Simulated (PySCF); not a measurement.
PySCF 2.14.0, B3LYP/def2-svp, df: Ta(NH)(OMe)(NH2)2 (C[O][Ta](=[NH])([NH2])[NH2]), 14 atoms. The geometry is a generated start, not checked to be a minimum at this level.

| Item | Value |
|---|---|
| task | energy |
| method | b3lyp |
| basis | def2-svp |
| two-electron scheme | density fitting |
| mol.max_memory | 3000 MB |
| mf.max_cycle | 100 |
| mf.diis_space | 8 (default) |
| mf.conv_tol | 1e-09 (default) |
| mf.grids.level | 3 (default) |
| effective core potentials | those of the basis set, past Kr |
| basis functions | 142 |
| grid points | 172384 |

```xyz
14

Ta    -0.4509    -0.0872     0.4114
N     -1.9521    -1.0760     0.4070
H     -2.7035    -1.7115     0.1748
O      0.7296    -0.0161    -0.9893
C      1.4141    -0.1799    -2.1702
H      1.5440     0.7876    -2.6748
H      2.4095    -0.6054    -1.9796
H      0.8711    -0.8547    -2.8459
N     -1.1736     1.7472     0.7982
H     -2.1265     2.0298     0.9921
H     -0.6109     2.5901     0.7302
N      0.4898    -0.7710     2.0495
H      0.1733    -1.4452     2.7361
H      1.3861    -0.4075     2.3606
```

Charge 0 and multiplicity 1 are set for this test and not shown to be the ground state.

With the defaults (mf.DIIS = CDIIS, mf.diis = true, mf.damp = 0, mf.diis_start_cycle = 1, mf.level_shift = 0, mf.init_guess = minao, newton = off) it converges in 14 Fock builds. One run each on 2 threads, 1 BLAS thread, with these changes:
- mf.init_guess = mod_huckel
- mf.diis = false
- mf.init_guess = 1e
- mf.level_shift = 0.3 Hartree
- mf.init_guess = atom
- newton = Hessian by the SCF's own integrals
- mf.damp = 0.7, mf.diis_start_cycle = 8
- mf.DIIS = EDIIS
- mf.DIIS = ADIIS

Question: Name the settings that don't reach the solution of the defaults.

Answer: No convergence: mf.DIIS = EDIIS; mf.diis = false (the run ends without SCF convergence in 100 cycles). The rest reach the solution of the defaults.

```
setting                                      Fock builds             end
-------------------------------------------  -----------  --------------
the defaults                                          14   same solution
mf.init_guess = atom                                  14   same solution
mf.damp = 0.7, mf.diis_start_cycle = 8                16   same solution
mf.init_guess = mod_huckel                            16   same solution
mf.level_shift = 0.3 Hartree                          17   same solution
mf.init_guess = 1e                                    21   same solution
mf.DIIS = ADIIS                                       23   same solution
newton = Hessian by the SCF's own integrals           35   same solution
mf.DIIS = EDIIS                                      101  no convergence
mf.diis = false                                      101  no convergence
```

Under newton the count holds the products with the orbital Hessian.
